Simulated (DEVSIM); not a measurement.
Structure: Al/SiON/p-GaAs capacitor, at 400 K.

```
layer (left to right)  material  thickness (nm)  Na (cm⁻³)
---------------------  --------  --------------  ---------
1                          SiON            1.50          -
2                          GaAs            2000       1e17
```

Metal gate on the left, work function 4.1 eV. Fixed charge at the semiconductor interface 0 cm⁻² (in units of +e); no interface traps.

Constants are typed, rounded textbook-type inputs, not results; the design itself was drawn at random and stands for no fabricated device. Values at 300 K; Nc and Nv go as T^1.5, mobilities as T to minus their exponent, the gap by Varshni's rule with the affinity fixed.

| parameter | SiON | GaAs |
|---|---|---|
| gap (eV) | 7 | 1.424 |
| affinity (eV) | 1.4 | 4.07 |
| permittivity | 5.5 | 12.9 |
| Nc (cm⁻³) | - | 4.7e17 |
| Nv (cm⁻³) | - | 9e18 |
| Varshni α (eV/K) | - | 0.000541 |
| Varshni β (K) | - | 204 |

DEVSIM, 1D Poisson equation in equilibrium, Boltzmann statistics, complete ionisation; no quantum confinement or tunnelling. Metal contacts follow the ideal Schottky-Mott rule: no Fermi-level pinning, no interface dipoles.

### Question
Tabulate band edges, carrier densities and field at -0.5 V on the gate.

### Answer
Energies count from the Fermi level of the right contact; mesh points crowd at the junctions.

```
x (μm)     Ec (eV)  Ev (eV)  n (cm⁻³)  p (cm⁻³)  field (V/cm)
---------  -------  -------  --------  --------  ------------
0.000        3.200   -3.800     < 1e2     < 1e2        300000
0.0006338    3.219   -3.781     < 1e2     < 1e2        300000
0.001186     3.236   -3.764     < 1e2     < 1e2        300000
0.001968     0.581   -0.796    3.4e10     1.3e9        130000
0.004269     0.611   -0.767    1.5e10     3.0e9        130000
0.008075     0.657   -0.720     3.8e9    1.2e10        120000
0.01506      0.738   -0.639     3.6e8    1.2e11        110000
0.03584      0.937   -0.440   1100000    4.0e13         81000
0.07022      1.135   -0.242      3600    1.2e16         34000
0.1333       1.206   -0.172       470    9.5e16          1200
0.2621       1.207   -0.170       440    1.0e17           ≈ 0
0.6317       1.207   -0.170       440    1.0e17           ≈ 0
1.157        1.207   -0.170       440    1.0e17           ≈ 0
1.573        1.207   -0.170       440    1.0e17           ≈ 0
1.825        1.207   -0.170       440    1.0e17           ≈ 0
1.909        1.207   -0.170       440    1.0e17           ≈ 0
1.955        1.207   -0.170       440    1.0e17           ≈ 0
1.978        1.207   -0.170       440    1.0e17           ≈ 0
1.992        1.207   -0.170       440    1.0e17           ≈ 0
1.997        1.207   -0.170       440    1.0e17           ≈ 0
2.000        1.207   -0.170       440    1.0e17           ≈ 0
2.002        1.207   -0.170       440    1.0e17           ≈ 0
```
